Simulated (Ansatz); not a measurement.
## A computed series for BAs: response to strain

Consider BAs in the zinc blende structure (space group F-43m, No. 216; a = 4.732 Å). Axes: x, y, z lie along the cube axes.

Strains are applied to the cell and any free atomic positions relax; under biaxial strain the out-of-plane vector relaxes too.

The values are results of Ansatz (a quantum-chemistry and plane-wave program), LDA, PAW, cutoff 420 eV, no spin-orbit coupling, not measurements.

Notes on the quantities. energy relative to the base: free energy F.

| biaxial strain, plane normal [001], relaxed out of plane (%) | energy relative to the base (meV/atom) |
|---|---|
| 0 | 0.0 |
| 0.5 | 0.7 |
| 1 | 2.6 |
| 1.5 | 5.9 |
| 2 | 10.3 |
| 2.5 | ? |
| 3 | 22.7 |

**Question.** Fit ΔE = Aε² + Bε³ (ε in %) to the rows shown and predict the withheld row.

**Answer.** Least squares on the printed values gives A = 2.69 and B = -0.057 meV/atom (largest residual 0.0 meV/atom); this predicts 15.9 meV/atom, and the run gives 15.9 meV/atom, in agreement.

Stability against distortions was not tested.
